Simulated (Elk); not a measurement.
# Sensitivity of a calculation on Li₃Cu (I4/mmm, 4 atoms in the cell) to its settings

Space group I4/mmm (No. 139); a = 4.0468 Å, b = 4.0468 Å, c = 7.1844 Å, α = 90.00°, β = 90.00°, γ = 90.00°

| atom | site | symmetry | x | y | z |
|---|---|---|---|---|---|
| Li | 4d | -4m2 | 0.0000 | 0.5000 | 0.2500 |
| Li | 2b | 4/mmm | 0.0000 | 0.0000 | 0.5000 |
| Cu | 2a | 4/mmm | 0.0000 | 0.0000 | 0.0000 |
(The calculation used a cell of 4 atoms; values per cell refer to that cell.)

Base run A: PBEsol, all-electron FP-LAPW, Elk's shipped species files, APW+lo basis with extra local orbitals (Elk), self-consistent single point.

Its settings: xctype = 22; rgkmax = 7.5; stype = 0; swidth = 0.00183747 Ha; ngridk = 7 7 7; gmaxvr = 16 1/bohr; nxlo = 2; lorbcnd = true; lmaxi = 3.

The starting cell comes from a database of computed structures (which also holds hypothetical and non-ambient phases and stackings), without a prior relaxation at this level. Spin polarisation is off. Values depend on the basis (sphere radii, cutoffs, local orbitals), which need not be converged.

ΔE is the total energy (no entropy term) per atom less that of run A. Absolute energies have different zeros for different potentials, functionals, Hubbard and dispersion terms and are not compared across them.

Run A gave: basis size 685.

Runs:
- B: gmaxvr: 16 1/bohr → 15.4 1/bohr
- C: rgkmax: 7.5 → 5.81
- D: swidth: 0.00183747 Ha → 0.00367493 Ha
- E: epspot: default → 3.7e-07 Ha; epsengy: default → 3.7e-05 Ha
- F: rgkmax: 7.5 → 8
- G: nxlo: 2 → default; lorbcnd: true → default; nxoapwlo: default → 1
- H: autolinengy: default → true; dlefe: default → -0.3 Ha

Question: What does run C change against A?

Answer: The total energy goes up by 56.8 meV/atom.

Question: What does run G change against A?

Answer: The total energy goes up by 25.3 meV/atom.

```
run  ΔE (meV/atom)  basis size
---  -------------  ----------
A             0.00         685
B             0.08         685
C             56.8         470
D             0.96         685
E             0.12         685
F            -1.71         755
G             25.3         437
H             -4.5         685
```
